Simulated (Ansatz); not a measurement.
diamond C; conventional cell a = 3.5317 Å, b = 3.5317 Å, c = 3.5317 Å, α = 90.00°, β = 90.00°, γ = 90.00°.

What linear thermal expansion coefficient does quasi-harmonic lattice dynamics on LDA in Ansatz (a first-principles code) give at 950 K, and what isobaric heat capacity per mole of formula units and Grüneisen parameter?

α = 4.2 × 10⁻⁶ K⁻¹; C_P = 20.9 J/(mol K); γ = 0.91. Whether this phase is the stable one at each condition was not tested.
